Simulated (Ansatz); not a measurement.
Hypothetical rock salt BP: pressure series

Consider BP in the rock salt structure (space group Fm-3m, No. 225; a hypothetical phase, not in the database extracts checked).

```yaml
crystal:
  lattice:
    - [0.00000, 2.14433, 2.14433]
    - [2.14433, 0.00000, 2.14433]
    - [2.14433, 2.14433, 0.00000]
  atoms:
    - { symbol: P, position: [0.00000, 0.00000, 0.00000] }
    - { symbol: B, position: [0.50000, 0.50000, 0.50000] }
```

Cell and atoms are relaxed at each pressure.

All numbers come from plane-wave PAW DFT at the PBEsol level (Ansatz, a first-principles code, 420 eV), scalar-relativistic without spin-orbit coupling.

| pressure (GPa) | volume per atom (Å³/atom) |
|---|---|
| -2 | 9.977 |
| -1 | 9.918 |
| 0 | 9.860 |
| 0.3 | 9.843 |
| 0.7 | ? |
| 3 | 9.695 |
| 5 | 9.591 |
| 7.5 | 9.468 |
| 10 | 9.352 |

### Question
Fit the third-order Birch–Murnaghan form P(V) = (3B₀/2)[(V₀/V)^(7/3) − (V₀/V)^(5/3)]·[1 + (3/4)(B₀′ − 4)((V₀/V)^(2/3) − 1)] (squares taken in P) to the rows shown and predict the withheld row.

### Answer
Least squares on the printed values gives V₀ = 9.860 Å³/atom, B₀ = 172 GPa, B₀′ = 3.5; this predicts 9.820 Å³/atom, and the run gives 9.820 Å³/atom, in agreement.

Load acts through the strain it causes; cell and atoms are relaxed under it. Stability against distortions was not tested. Competing high-pressure phases were not computed. All final runs are without spin polarisation.
